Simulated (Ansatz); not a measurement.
Start from Rb2LiTlF6 (space group Fm-3m, No. 225; a cell from a computed database, its experimental status unchecked).

```yaml
crystal:
  lattice:
    - [0.00000, 4.25235, 4.25235]
    - [4.25235, 0.00000, 4.25235]
    - [4.25235, 4.25235, 0.00000]
  atoms:
    - { symbol: Rb, position: [0.25000, 0.25000, 0.25000] }
    - { symbol: Rb, position: [0.75000, 0.75000, 0.75000] }
    - { symbol: Li, position: [0.50000, 0.50000, 0.50000] }
    - { symbol: Tl, position: [0.00000, 0.00000, 0.00000] }
    - { symbol: F, position: [0.25542, 0.25542, 0.74458] }
    - { symbol: F, position: [0.74458, 0.74458, 0.25542] }
    - { symbol: F, position: [0.74458, 0.25542, 0.25542] }
    - { symbol: F, position: [0.25542, 0.74458, 0.74458] }
    - { symbol: F, position: [0.25542, 0.74458, 0.25542] }
    - { symbol: F, position: [0.74458, 0.25542, 0.74458] }
```

Level of theory: plane-wave PAW DFT at the PBEsol level (Ansatz, a program for electronic structure, 420 eV), without spin-orbit coupling.

For the base:

Density: 5.36 g/cm³

One thing is altered: full substitution Tl → Sb; the structure is relaxed again.

Tabulated Pauling electronegativity and covalent radius: Tl 1.62, 1.45 Å; Sb 2.05, 1.39 Å.

Task: How does this affect the density?

Result: The density shrinks by 1.01 g/cm³ to 4.35 g/cm³.

Stability against distortions was not tested. For Rb2LiSbF6 in this form, whether it has been made was not checked.
